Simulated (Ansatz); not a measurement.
Consider this model of amorphous Al₁₂Sb₁₂Te₃₆.

```xyz
60
Lattice="13.5527 0.1244 0.7569 0.1244 12.4739 0.7476 0.7569 0.7476 11.6241" Properties=species:S:1:pos:R:3 pbc="T T T"
Al     7.1816    12.4685     8.7864
Al    12.8799    10.0509     6.8099
Al    12.9435     1.9773     8.2889
Al    11.8859     6.0542     1.3096
Al     6.0601     4.2010     1.1151
Al     9.8871     7.6343     6.5224
Al     5.6181     9.4646     7.0353
Al     3.1949    10.4962    11.3246
Al     6.7286     0.9138     2.9250
Al     1.0430     4.0571     2.7218
Al     3.3027     1.7103     0.3411
Al    12.2162     9.7777     2.3348
Sb    10.6970    11.3408     9.6144
Sb     1.5282     8.1358     8.5854
Sb    10.3814     0.2940     3.2183
Sb     7.9516     7.9059     2.2862
Sb     5.9592    11.3189     1.1229
Sb     2.6501    11.8570     7.7827
Sb     1.5323     0.3075     4.3753
Sb     9.5523     3.0649     2.4726
Sb     1.4960     6.5770     5.1507
Sb     9.4930     2.5755     7.2146
Sb     6.2463     6.1654     5.9542
Sb     0.9628     4.3573    10.1740
Te     5.4746    12.0958     6.7705
Te     1.8441     1.8137     8.4337
Te     7.6521     8.0377     7.9833
Te     4.7157     8.8114     1.1506
Te     4.1786     0.4694     2.5150
Te     9.2404    11.9247     7.1920
Te     5.1145     4.2722     3.6294
Te     7.0134     2.5308     8.5951
Te    11.3131     9.3413     4.8442
Te     4.2097     8.7952     9.3266
Te     1.5765     6.9798    11.3310
Te     4.8446     4.7495    11.0468
Te     2.9325     5.9964     2.6499
Te     0.7293    10.6753     9.9097
Te     0.7466     2.0619     0.9863
Te     1.9133     9.4541     5.6474
Te    11.3217     9.0644    12.4924
Te     5.2765     8.4547     4.6374
Te     8.0188    10.5727    10.5365
Te     7.5311     2.6686     4.6617
Te     3.2652     5.7459     7.1537
Te     8.8417     6.2123     4.4484
Te    10.1291     5.3390     8.0984
Te    11.7653    12.2022     1.5202
Te    12.7152     4.3659     7.1849
Te    11.7310     4.8727    11.4091
Te     4.4933    12.8926    10.9278
Te     1.8245     3.0491     5.0551
Te    12.1874     5.1955     3.7600
Te    10.7315     1.7535     9.7037
Te     7.5454     2.0233     0.6352
Te    12.5657    12.7498     6.9673
Te     8.5855     6.6605    11.9004
Te     8.1313    11.1209     3.7083
Te     1.1567     9.0494     1.9288
Te    11.6431     8.5243     8.5340
```

All values below come from PBE-D3(BJ), scalar-relativistic without spin-orbit coupling, PAW (Ansatz default set, large-core Te) (plane waves to 420 eV; Ansatz, a program for electronic structure).

The cell was made by melting and quenching with the CHGNet potential and then relaxed with DFT. The hot cell started wider than the set density and was brought back towards it in steps. It is the lowest in DFT energy of 3 quenches. It is a model cell: composition and starting density were chosen by hand, and all elements were melted together. The geometry includes D3(BJ) dispersion. Its density started from a set value of 5.57 and ended at 5.43 g/cm³. The simulated quench (nominally 79 K/ps over its main leg) is rapid and tends to freeze in more defects than a deposited or slowly cooled glass has. Values belong to this one cell and scatter from quench to quench. Volume and shape were free in the relaxation.

Bonds are counted up to Al-Al 2.90 Å, Al-Sb 3.12 Å, Al-Te 3.04 Å, Sb-Sb 3.20 Å, Sb-Te 3.40 Å, Te-Te 3.31 Å.

Q: Give the coordination numbers, mean bond lengths and angles.

A: 
The mean coordination of Al comes out as 4.17 (10 with 4, 2 with 5) and the mean coordination of Sb is 4.25 (3 with 3, 3 with 4, 6 with 5). The mean coordination of Te is 2.92 (8 with 2, 24 with 3, 3 with 4, 1 with 5) and the mean Al-Te bond is 2.675 Å (spread 0.069 Å, 50 counted). The mean Sb-Te bond is 3.020 Å (spread 0.167 Å, 47 counted). The mean Te-Te bond is 3.040 Å (spread 0.123 Å, 4 counted). The mean Sb-Sb bond comes out as 2.986 Å (spread 0.000 Å, 2 counted) and the bond angle at Al is mean 108.4°, spread 15.5°. The bond angle at Sb comes out as mean 104.0°, spread 28.7° and the bond angle at Te is mean 99.4°, spread 22.9°.

Q: List the pairs of like atoms that count as bonded by the rules above.

A: Sb15-Sb20 (2.99 Å), Sb18-Sb19 (2.99 Å), Te31-Te37 (2.95 Å), Te31-Te44 (3.08 Å), Te47-Te49 (2.91 Å), Te49-Te52 (3.22 Å).
